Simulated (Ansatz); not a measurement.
We consider 1T (CdI2-type) Sc2C (cell taken from a computed entry), described by PBEsol (plane waves, PAW; Ansatz, a program for electronic structure).

Settings: plane-wave cutoff 500 eV, 18×18×8 k mesh (along the axes of the cell as run), Fermi–Dirac smearing 0.05 eV, scalar-relativistic PAW data made under PBE.

Computed at the level's own relaxed cell.

**Question.** What does this level give for the equilibrium volume per atom, equilibrium lattice constant a and lattice parameter c?

**Answer.** 
- equilibrium volume per atom: 17.55 Å³/atom
- equilibrium lattice constant a: 3.288 Å
- lattice parameter c: 5.625 Å

The run finds no gap.

Note: the cell comes from a level without a dispersion term, which matters for the spacing of layers, chains or molecules; the relaxation could not lower the start's symmetry, so the cell can be a saddle point above a distorted one; the cell has widely spaced layers and the level no dispersion term, so their spacing and the moduli can rest on weak binding.

The computed numbers hold no vibrational or temperature effects.

The result took very roughly 110 core-seconds.
